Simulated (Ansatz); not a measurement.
Cell and atoms of amorphous Si24O48Ag2:

```xyz
74
Lattice="10.3917 0.0000 0.0000 0.0000 10.3917 0.0000 0.0000 0.0000 10.3917" Properties=species:S:1:pos:R:3 pbc="T T T"
Si    10.0811     1.0119     9.4363
Si     8.8755     9.6875     2.6129
Si     3.4792     8.9315     4.2566
Si     6.2157     9.3588     1.4991
Si     6.8960     6.6906     2.6565
Si     8.9540     8.6079     8.2725
Si     2.1315     4.9234     7.6783
Si     1.2645     0.4648     4.7198
Si     5.9652     9.0139     8.8432
Si     7.8012     3.2236     9.1084
Si     3.9940     0.9280     5.4657
Si     9.7227     5.5609     8.0550
Si    10.0536     7.1168     2.9838
Si     4.7717     6.0462     4.7286
Si     4.7871     6.3433     7.9459
Si     3.9980     4.1022     2.3955
Si     2.1337     1.7643     7.7014
Si     0.2004     1.6220     2.0118
Si     6.4321     1.2940     7.1163
Si     0.4702     5.5872     5.3329
Si     8.7352    10.1523     5.5839
Si     5.9433     5.0452     0.2281
Si     0.8596     4.4442     2.6004
Si     4.1709     0.8882     2.3650
O      3.1699     0.8348     8.4078
O      0.2609     6.9800     4.5044
O      1.8937     9.3660     4.6283
O      5.7556     5.6913     9.1199
O      0.4023     5.9479     2.0825
O      9.1784     0.9121     2.4566
O      8.2748     9.5409     4.1369
O      5.5519     9.1960     0.0173
O      1.2025     1.2288     3.2631
O      4.5512     4.9647     1.0782
O      9.6740     9.8538     9.0764
O      0.7822     5.0337     8.5882
O      8.9137     8.9630     6.6748
O      5.0275     5.8930     6.3651
O      0.5725     1.6169     8.1923
O      9.6464     5.3805     6.4158
O      8.5849     4.5968     8.7071
O      4.9535     7.9695     8.0884
O      3.8031     7.3475     4.4561
O      8.4610     6.8513     3.0256
O      4.1050     4.7919     3.9078
O     10.1854     8.6832     2.4708
O      6.2586     6.0983     4.0334
O      0.5563     4.3856     4.2204
O     10.1870     0.5084     5.3965
O      5.8342     0.3816     2.2236
O     10.3378     3.2355     1.9493
O      3.7602     9.5398     2.7942
O      7.8658     9.3821     1.3841
O      6.7589     3.6160    10.3290
O      7.6224     0.8354     6.0868
O      1.8544     5.5794     6.1962
O      2.2917     1.2341     5.9556
O      2.5064     3.3463     7.5271
O      6.9333     2.6466     7.8628
O      4.2998     9.7232     5.4882
O      4.8179     2.7118     2.2681
O      7.4563     8.3686     8.8253
O      5.0952     1.7616     6.2897
O      6.0637     0.0782     8.1208
O      9.6594     7.1468     8.4590
O      3.7781     1.3994     3.9611
O      3.3015     5.8109     8.3557
O      8.7805     2.0068     9.6149
O      0.4938     1.0534     0.4908
O      6.9450     5.8380     1.2549
O      5.9939     8.0164     2.3928
O      2.3695     4.0690     2.1671
Ag     3.3424     0.9464     0.1581
Ag     7.1224     2.4206     2.1550
```

Calculation: PBE, scalar-relativistic without spin-orbit coupling (plane waves to 420 eV, PAW; Ansatz, a first-principles code).

Preparation: random packing, a CHGNet melt and quench, and a DFT relaxation. O atoms were pushed apart under 1.9 Å during the dynamics, to hinder bonds among them. The hot cell started wider than the set density and was brought back towards it in steps. It is the lowest in DFT energy of 2 quenches. It is a model cell: composition and starting density were chosen by hand, and all elements were melted together. No dispersion term was used. Its density started from a set value of 2.45 and ended at 2.45 g/cm³. The quench (nominally 480 K/ps over its main leg) was far faster than any real one, so the model tends to hold more defects than a real film. One small periodic cell is one sample of the glass; other quenches scatter about these values. The volume was held where the preparation left it, at a PBE pressure of -0.7 GPa (tension). Stress components on the final sampling reach 2.5 GPa. On a 2×2×2 Γ-centred mesh force components of up to 0.18 eV/Å stay, since the relaxation ran on the zone centre alone.

Neighbours within Si-Si 2.60 Å, Si-O 2.06 Å, Si-Ag 2.82 Å, O-O 1.58 Å, O-Ag 2.53 Å, Ag-Ag 3.19 Å count as bonded. Two cations that share two anions don't count as bonded, nor two that share one unless they lie closer than Si-Si 2.38 Å, Si-Ag 2.74 Å, Ag-Ag 3.10 Å.

Question: Give the coordination numbers, mean bond lengths and angles.

Answer: 
```yaml
Mean coordination of Si by anions: 4.00 (24 with 4); 1 close contacts or bonds to cations besides
Mean coordination of O: 2.06 (45 with 2, 3 with 3)
Mean coordination of Ag by anions: 1.50 (1 with 1, 1 with 2); 1 close contacts or bonds to cations besides
Mean Si-O bond: 1.650 Å (spread 0.051 Å, 96 counted)
Mean O-Ag bond: 2.297 Å (spread 0.109 Å, 3 counted)
Bond angle at Si: mean 109.2°, spread 8.4°
Bond angle at O: mean 135.5°, spread 14.4°
```

Question: Which atoms depart from the most common coordination of their element?

Answer: Si24 has 5 (O66 1.72 Å, O50 1.74 Å, O52 1.84 Å, O61 1.94 Å, Ag73 2.36 Å); O50 has 3 (Si4 1.63 Å, Si24 1.74 Å, Ag74 2.41 Å); O57 has 3 (Si8 1.78 Å, Si11 1.80 Å, Si17 1.83 Å); O61 has 3 (Si16 1.62 Å, Si24 1.94 Å, Ag74 2.33 Å).

Question: List the pairs of like atoms that count as bonded by the rules above.

Answer: There are none by these rules.

Question: What Bader charges do the atoms carry, from a run on the zone centre alone?

Answer: Means (range): Si +3.24 e (+2.40 to +3.30), O -1.64 e (-1.67 to -1.48), Ag +0.41 e (+0.13 to +0.69).
| atom | charge (e) |
|---|---|
| Si1 | +3.28 |
| Si2 | +3.26 |
| Si3 | +3.25 |
| Si4 | +3.27 |
| Si5 | +3.28 |
| Si6 | +3.29 |
| Si7 | +3.28 |
| Si8 | +3.25 |
| Si9 | +3.30 |
| Si10 | +3.29 |
| Si11 | +3.24 |
| Si12 | +3.28 |
| Si13 | +3.28 |
| Si14 | +3.28 |
| Si15 | +3.28 |
| Si16 | +3.26 |
| Si17 | +3.23 |
| Si18 | +3.27 |
| Si19 | +3.29 |
| Si20 | +3.27 |
| Si21 | +3.29 |
| Si22 | +3.27 |
| Si23 | +3.27 |
| Si24 | +2.40 |
| O25 | -1.48 |
| O26 | -1.64 |
| O27 | -1.63 |
| O28 | -1.64 |
| O29 | -1.63 |
| O30 | -1.63 |
| O31 | -1.64 |
| O32 | -1.65 |
| O33 | -1.64 |
| O34 | -1.64 |
| O35 | -1.65 |
| O36 | -1.64 |
| O37 | -1.65 |
| O38 | -1.64 |
| O39 | -1.65 |
| O40 | -1.64 |
| O41 | -1.65 |
| O42 | -1.63 |
| O43 | -1.64 |
| O44 | -1.65 |
| O45 | -1.64 |
| O46 | -1.63 |
| O47 | -1.64 |
| O48 | -1.64 |
| O49 | -1.65 |
| O50 | -1.61 |
| O51 | -1.64 |
| O52 | -1.61 |
| O53 | -1.64 |
| O54 | -1.62 |
| O55 | -1.65 |
| O56 | -1.64 |
| O57 | -1.67 |
| O58 | -1.65 |
| O59 | -1.64 |
| O60 | -1.64 |
| O61 | -1.55 |
| O62 | -1.65 |
| O63 | -1.63 |
| O64 | -1.65 |
| O65 | -1.64 |
| O66 | -1.64 |
| O67 | -1.64 |
| O68 | -1.65 |
| O69 | -1.64 |
| O70 | -1.65 |
| O71 | -1.65 |
| O72 | -1.65 |
| Ag73 | +0.13 |
| Ag74 | +0.69 |
